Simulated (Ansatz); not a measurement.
A computed series for hypothetical zinc blende NaI: thickness series

The reference is NaI in the zinc blende structure (space group F-43m, No. 216; a hypothetical phase, not in the database extracts checked).

```
NaI
1.0
    0.00000     3.52942     3.52942
    3.52942     0.00000     3.52942
    3.52942     3.52942     0.00000
I Na
1 1
Direct
  0.75000   0.75000   0.75000
  0.00000   0.00000   0.00000
```

Cartesian axes are those of the cell as printed.

Free-standing slabs (2 atom(s) a layer) normal to [110] with 15 Å of vacuum; in-plane cell held at bulk.

Method: PBEsol/PAW in Ansatz (an electronic-structure program), no spin-orbit coupling.

Notes on the quantities. layer's space group: with vacuum.

```json
[
 {"case": "base", "thickness between the outermost nuclei": "–", "band gap": "3.75 eV", "layer's space group": "–"},
 {"case": "1 layer", "thickness between the outermost nuclei": "–", "band gap": "3.81 eV", "layer's space group": "Pmm2 (No. 25)"},
 {"case": "2 layers", "thickness between the outermost nuclei": "2.84 Å", "band gap": "4.19 eV", "layer's space group": "Pmn2_1 (No. 31)"},
 {"case": "3 layers", "thickness between the outermost nuclei": "5.13 Å", "band gap": "3.86 eV", "layer's space group": "Pmm2 (No. 25)"},
 {"case": "4 layers", "thickness between the outermost nuclei": "7.73 Å", "band gap": "3.86 eV", "layer's space group": "Pmn2_1 (No. 31)"},
 {"case": "5 layers", "thickness between the outermost nuclei": "10.17 Å", "band gap": "3.77 eV", "layer's space group": "Pmm2 (No. 25)"},
 {"case": "6 layers", "thickness between the outermost nuclei": "12.70 Å", "band gap": "3.74 eV", "layer's space group": "Pmn2_1 (No. 31)"},
 {"case": "7 layers", "thickness between the outermost nuclei": "15.18 Å", "band gap": "3.71 eV", "layer's space group": "Pmm2 (No. 25)"}
]
```

With I present, leaving out spin-orbit coupling can change the band edges. No phonon test of stability was made.
